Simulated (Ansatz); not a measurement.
Input and output of a zone-centre phonon calculation for the (100) slab of Ba (cut from a parent of space group no. 229; 2 atoms in the cell) (Ansatz, a quantum-chemistry and plane-wave program).

Level of theory: LDA (PW92), PAW files made with PBE (plane waves; Ansatz).

```
CELL_PARAMETERS angstrom
      5.12492     0.00000     0.00000
      0.00000     5.12492     0.00000
      0.00000     0.00000    14.51000
ATOMIC_POSITIONS crystal
  Ba 0.00000 0.00000 0.58649
  Ba 0.50000 0.50000 0.41351
```

Reference input (self-consistent single point, DFT, LDA (PW92), plane waves, PAW files made with PBE): kpoints.mp_grid.grid = 5 5 1; hamiltonian.xc = lda; hamiltonian.pseudopotentials = {kind: paw} (an earlier, softer set of the program's PAW files); scf.occupations.method = fermi_dirac; scf.occupations.width = 0.1 eV. This run's input differs from it in these lines:

```diff
@@ -16,6 +16,5 @@
   occupations: { method: fermi_dirac, width: 0.1 }
-output:
-  forces: true
-  eigenvalues: true
-  stress: true
+  convergence: { dr2_threshold: 1.0e-04 eV }
+phonons:
+  method: dfpt
```

Output (repeated stretches shortened):

```
SCF iter   1: F=—  HF=-11558.585699 eV  |F-HF|=—  |Δ(HF+E_count)|=         —  Δρ=7.10e-3  dr2=2.19e0  ethr=3.10e-3  ⟨swp⟩=7.3  Hψ=916  notcnv=0
all-band conjugate gradients solve this SCF's bands
preconditioner: auto → LDOS
SCF iter   2: F=—  HF=-11557.997542 eV  |F-HF|=—  |Δ(HF+E_count)|=   5.88e-1  Δρ=2.88e-3  dr2=3.61e-2  ethr=3.10e-3  ⟨swp⟩=3.7  Hψ=300  notcnv=0
SCF iter   3: F=—  HF=-11558.007221 eV  |F-HF|=—  |Δ(HF+E_count)|=   9.68e-3  Δρ=1.54e-3  dr2=2.13e-2  ethr=1.81e-4  ⟨swp⟩=2.2  Hψ=234  notcnv=0
SCF iter   4: F=—  HF=-11558.001662 eV  |F-HF|=—  |Δ(HF+E_count)|=   5.56e-3  Δρ=2.71e-4  dr2=1.02e-3  ethr=1.07e-4  ⟨swp⟩=2.0  Hψ=197  notcnv=0
SCF iter   5: F=—  HF=-11558.002138 eV  |F-HF|=—  |Δ(HF+E_count)|=   4.76e-4  Δρ=9.76e-5  dr2=2.67e-4  ethr=5.08e-6  ⟨swp⟩=3.1  Hψ=247  notcnv=0
SCF iter   6: F=-11558.002093 eV  HF=-11558.002101 eV  |F-HF|=7.62e-6  |Δ(HF+E_count)|=   3.73e-5  Δρ=2.39e-5  dr2=1.35e-5  ethr=5.00e-7  ⟨swp⟩=12.1  Hψ=1340  notcnv=0
SCF 1 converged in 6 iterations: F = -11558.002093 eV  dr2 = 1.35e-5
DFPT response loops at Γ: preconditioner auto → none (partly filled bands, converged f_vac=0.462); β = 0.50; Broyden in place of MSR1
Free energy (F): -11558.002093 eV
Internal energy: -11557.858313 eV  (E = F + TS)
E sigma→0 (E₀):  -11557.930203 eV
Entropy (-TS):   -0.143780 eV (-71.890 meV/atom)
Fermi energy:    0.317169 eV
--- Phonons (Γ-DFPT): 2 representative perturbations + reference, on 9 of 25 k-points (Σ response iterations 6) ---
  k mesh reduced under 2 symmetry operations, with k and −k counted as one. Each operation leaves every solved perturbation unchanged …
  ASR residual: 1.107e-2 → 0.000e0 eV/Å²; symmetrization residual: 3.795e-6 eV/Å²
  ASR residual per site (eV/Å²): 1.11e-2 1.11e-2
  Γ frequencies (cm⁻¹): 0.00 0.00 0.00 47.56 52.83 52.83
  non-analytic LO–TO correction: not included (Born effective charges unavailable; polar crystals: no LO–TO splitting at Γ)
```

The run converged in 6 iterations. 

Summary of the result:
- Free energy E − TS (on the zero of these files) = -11558.0021 eV
- Fermi level (on the code's own zero) = 0.32 eV
- Zone-centre frequencies (cm⁻¹; negative means imaginary) = 0, 0, 0, 48, 53, 53

The starting cell has typed, rounded lattice constants, without a prior relaxation at this level. The slab is cut from that crystal, and its faces are unrelaxed. Its lattice was rescaled in the plane by a random factor within 2.5 % of one.

Keys are those of Ansatz 0.2.
